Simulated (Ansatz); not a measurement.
Effect of isotropic strain +1.00 % on HfO2

Start from HfO$_{2}$ in the fluorite structure (space group Fm-3m, No. 225; a = 5.001 Å).

Perturbation: every lattice vector is stretched by 1.00 %, atoms relaxed at fixed cell.

Method: Ansatz (a first-principles code), LDA, PAW, cutoff 420 eV, no spin-orbit coupling. Settings: 11×11×11 k-points, 0.05 eV Fermi–Dirac smearing.

The volume per atom increases by 0.32 Å³ to 10.74 Å³ and the space group remains Fm-3m (No. 225). The shortest interatomic distance rises by 0.0217 Å to 2.187 Å and the energy goes up by 7.9 meV/atom. The band gap drops by 0.066 eV, from 3.66 eV to 3.60 eV and the gap character remains direct at X. The mean gap deformation potential ΔEg/Δln V comes out as -2.2 eV and the width of the top valence band shrinks by 0.037 eV, from 1.90 eV to 1.87 eV. The electron mass changes from 1.1 mₑ along k, 0.68 mₑ across (at X) to 1.1 mₑ along k, 0.69 mₑ across (at X).

Final structure:

```xyz
3
Lattice="0.0000 2.5255 2.5255 2.5255 0.0000 2.5255 2.5255 2.5255 0.0000" Properties=species:S:1:pos:R:3 pbc="T T T"
Hf     0.0000     0.0000     0.0000
O      1.2628     1.2628     1.2628
O      3.7883     3.7883     3.7883
```

Cost of the whole job for the changed cell (relaxation, final SCF and bands): about 7 core-seconds (a rough figure).

With Hf present, leaving out spin-orbit coupling can change the band edges. Masses are band curvatures over ±0.01 Å⁻¹ around the edge. Along k means along the line from Γ to the band edge. No phonon test of stability was made. This is not the structure that HfO2 has at room temperature and ambient pressure.
